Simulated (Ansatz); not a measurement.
BN: energy against strain

BN (zinc blende, F-43m, 5.879 Å³/atom at rest, cube axes along x, y and z) under a strain ε along a cube axis (axis z), the other axes held. r2SCAN in Ansatz, a plane-wave DFT program (PAW, default set), 500 eV, 16×16×16 Γ-centred mesh, Fermi-Dirac smearing 0.05 eV; ions are relaxed within the symmetry of each cell.

Here s stands for strain and y for E less E0.

| strain (%) | E less E0 (meV/atom) |
|---|---|
| -1.50 | 3.44 |
| -1.00 | 1.52 |
| -0.50 | 0.38 |
| 0.00 | 0.00 |
| 0.50 | 0.38 |
| 1.00 | 1.50 |
| 1.50 | 3.36 |
| 3.00 | ? |

The 7 complete rows are fitted with a parabola, y against s. Least squares gives y = 0.001 - 0.0200·s + 1.5105·s². Residuals (row less fit): 0.010, -0.011, -0.009, -0.001, 0.011, 0.009, -0.010; standard error 0.012 (degrees of freedom: 4). Twice the quadratic coefficient over the volume, 2 × 1.5105 meV × 10⁴ × 0.1602 / 5.879 Å³, is the elastic constant C11 = 823 ± 3 GPa.

Predict the withheld y at s = 3.00 from the fit, and compare with the calculation.

y = 0.001 - 0.0200 × 3.0 + 1.5105 × 3.0² = 13.535 meV/atom. The calculation gives 13.30 meV/atom, 0.235 meV/atom below the prediction (1.8 % of the range of y in the table). The row lies outside the fitted rows, so this is an extrapolation. From the scatter of the fitted rows alone, a prediction at this place has a standard error of 0.047 meV/atom, so the miss is 5.0 times that.

One order more, fitted to all 13 runs of the series, follows each within 0.01, so the miss is the next term of a smooth law. Rows are the converged runs of the series near zero and its far end; series whose fitted rows scatter by over a few per cent of the range, as at a crossing or softening among them, aren't shown in this form. Most that stay on the fit to the last digits aren't either.
